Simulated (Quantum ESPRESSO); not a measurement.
# Equation of state of diamond-structure Si (space group 227): energy against volume (Quantum ESPRESSO, LDA)

```
Si
1.0
    0.00000     2.60989     2.60989
    2.60989     0.00000     2.60989
    2.60989     2.60989     0.00000
Si
2
Direct
  0.50000   0.50000   0.50000
  0.75000   0.75000   0.75000
```

Method: LDA (PZ), GBRV 1.5 ultrasoft (LDA) pseudopotentials (plane waves; Quantum ESPRESSO). Settings: ecutwfc = 52 Ry; ecutrho = 260 Ry; occupations = smearing; smearing = fermi-dirac; degauss = 0.000734986 Ry; potentials = {Si: si_lda_v1.uspp.F.UPF}; K_POINTS = automatic 11 11 11 0 0 0; conv_thr = 1e-10 Ry; mixing_beta = 0.5. The cell above is the first row's. The rows scale it uniformly. In all rows fractional positions and the k mesh are held. E is the free energy at the stated smearing, counted from the lowest row.

```
V (Å^3/atom)  E (meV/atom)
------------  ------------
17.777                   ?
18.164               40.91
18.550               21.96
18.937                9.24
19.323                2.11
19.710                0.00
20.096                2.46
20.482                9.03
20.869               19.29
```

The 8 complete rows are fitted with the third-order Birch-Murnaghan form, a cubic in V^(-2/3), E against V. With u = V^(-2/3) - 0.138, the rows have u = 0.006719, 0.004704, 0.002754, 0.000873, -0.000951, -0.002712, -0.004417, -0.006073. Least squares gives E = 0.509 + 1202.06·u + 711347·u² + 678016·u³. Residuals (row less fit): 0.005, -0.014, 0.011, 0.009, -0.009, -0.007, 0.011, -0.002; standard error 0.013 (degrees of freedom: 4). Its minimum lies at u = -0.000846, so V0 = (0.137154)^(-3/2) = 19.69. There d²E/du² = 1419000 and d³E/du³ = 4068000, so B0 = (4/9) × 19.69^(-7/3) × 1419000 × 0.160218 = 96.6 GPa (the last factor turns the table's units into GPa), and B0' = 4 + (2/3) × 0.137154 × (4068000)/1419000 = 4.3. The program's pressures in the fitted runs (not shown) pass through zero at V = 19.69, 0.01 % from this V0.

Predict the withheld E at V = 17.777 from the fit, and compare with the calculation.

u = 0.008812, so E = 0.509 + 1202.06 × 0.008812 + 711347 × 0.008812² + 678016 × 0.008812³ = 66.803 meV/atom. The calculation gives 66.66 meV/atom, 0.143 meV/atom below the prediction (0.2 % of the range of E in the table). The row lies outside the fitted rows, so this is an extrapolation. From the scatter of the fitted rows alone, a prediction at this place has a standard error of 0.039 meV/atom, so the miss is 3.7 times that.

Carrying the step between the two nearest rows on in a straight line would have given 59.91, off by 6.75; series whose last step already gives the withheld value aren't shown. The scan was laid around a cell of about the measured size, scaled by a guess for this functional. The runs keep the symmetry of the cell, so they don't test it for distortions. Cutoffs and mesh are single choices, not tested for convergence of this quantity. Series with a scatter that would blur these digits, or in which a gap closes, are not shown. Nor are scans whose minimum lies at an end fitted in this form.

Terms beyond the fitted order, or numerical noise in single rows, can give a miss of this size; the table doesn't tell which.
